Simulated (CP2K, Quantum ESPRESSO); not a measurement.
# Pressure against volume in zinc-blende AlN (space group 216) (CP2K, PBE)

```yaml
crystal:
  lattice:
    - [3.04206, 0.00000, 0.00000]
    - [1.52103, 2.63450, 0.00000]
    - [1.52103, 0.87817, 2.48383]
  atoms:
    - { symbol: Al, position: [0.00000, 0.00000, 0.00000] }
    - { symbol: N, position: [0.75000, 0.75000, 0.75000] }
```

Computed with CP2K with PBE, GPW, DZVP-MOLOPT-SR-GTH basis, GTH-PBE potentials (GTH_POTENTIALS). Settings: CUTOFF = 520 Ry; REL_CUTOFF = 60 Ry; SMEAR/METHOD = FERMI_DIRAC; ELECTRONIC_TEMPERATURE = 116.05 K; KPOINTS/SCHEME = MONKHORST-PACK 13 13 13; XC_FUNCTIONAL = PBE; Al/BASIS_SET = DZVP-MOLOPT-SR-GTH; Al/POTENTIAL = GTH-PBE-q3; N/BASIS_SET = DZVP-MOLOPT-SR-GTH; N/POTENTIAL = GTH-PBE-q5; METHOD = GPW; EPS_DEFAULT = 1e-10; NGRIDS = 4; SCF_GUESS = ATOMIC; EPS_SCF = 1e-07; MAX_SCF = 100. The cell above is the first row's. The rows scale it uniformly. In all rows fractional positions and the k mesh are held.

| V (Å^3/atom) | P (GPa) |
|---|---|
| 9.953 | ? |
| 10.169 | 9.42 |
| 10.386 | 4.88 |
| 10.602 | 0.78 |
| 10.819 | -2.95 |
| 11.035 | -6.32 |
| 11.251 | -9.37 |
| 11.468 | -12.13 |
| 11.684 | -14.63 |

Fit P of the 8 rows that show it with a cubic. With u = V - 10.9, the rows have u = -0.7310, -0.5140, -0.2980, -0.0810, 0.1350, 0.3510, 0.5680, 0.7840. Least squares gives P = -4.256 - 15.7716·u + 3.6414·u² - 0.5120·u³. Residuals (row less fit): 0.001, -0.002, -0.001, 0.004, 0.000, -0.005, 0.003, -0.001; standard error 0.004 (degrees of freedom: 4). The fitted pressure is zero at V0 = 10.65, where dP/dV = -17.72, so B0 = -V0·dP/dV = 189 GPa.

Q: What does the fit predict for P at V = 9.953, and how far is the calculated value from it?

A: u = -0.9470, so P = -4.256 - 15.7716 × (-0.9470) + 3.6414 × (-0.9470)² - 0.5120 × (-0.9470)³ = 14.380 GPa. The calculation gives 14.43 GPa, 0.050 GPa above the prediction (0.2 % of the range of P in the table). The row lies outside the fitted rows, so this is an extrapolation. From the scatter of the fitted rows alone, a prediction at this place has a standard error of 0.010 GPa, so the miss is 4.9 times that.

Carrying the step between the two nearest rows on in a straight line would have given 13.94, off by 0.49; series whose last step already gives the withheld value aren't shown. The scan was laid around a cell of about the measured size, scaled by a guess for this functional. This is a metastable polymorph. The runs keep the symmetry of the cell, so they don't test it for distortions. A plane-wave scan with the same functional (Quantum ESPRESSO, GBRV) gives V0 = 10.70 Å^3/atom and B0 = 193 GPa; a Birch-Murnaghan fit to all rows here lies -0.5 % from it in V0 and -2 % in B0; the two differ in basis, and may differ in potentials and mesh. Values carry the incompleteness of an atom-centred basis. Cutoffs and mesh are single choices, not tested for convergence of this quantity. Series with a scatter that would blur these digits, or in which a gap closes, are not shown.

Terms beyond the fitted order, or numerical noise in single rows, can give a miss of this size; the table doesn't tell which.
